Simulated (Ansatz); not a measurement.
Take LiNbO$_{3}$ (space group R3c, No. 161) as the base.

```xyz
10
Lattice="2.5687 1.4831 4.6282 -2.5687 1.4831 4.6282 0.0000 -2.9661 4.6282" Properties=species:S:1:pos:R:3 pbc="T T T"
Li     0.0000     0.0000     9.7495
Li     0.0000     0.0000     2.8072
Nb     0.0000     0.0000    13.6650
Nb     0.0000     0.0000     6.7227
O     -0.6526     1.4375     8.1613
O      1.5712    -0.1536     8.1613
O     -0.9186    -1.2839     8.1613
O      0.9975     1.3295     5.8471
O      0.6526    -1.5286     5.8471
O     -1.6501     0.1991     5.8471
```

Calculations: r2SCAN (Ansatz, a program for electronic structure; PAW; 500 eV plane waves; scalar-relativistic without spin-orbit coupling).

Before the change:

- Pressure = 0.00 GPa

It is then changed as follows: the cell is scaled by 0.9555 in all directions, atoms relaxed at fixed cell.

Question: What does the calculation give for the pressure, energy relative to the base and largest internal atomic displacement after the change?

Answer: The pressure (mean of the normal stresses, compression positive) goes from zero to 21.67 GPa; the energy goes up by 81 meV/atom; the largest internal atomic displacement is 0.122 Å.

The cells carry an imposed strain or load. Stability against distortions was not tested.
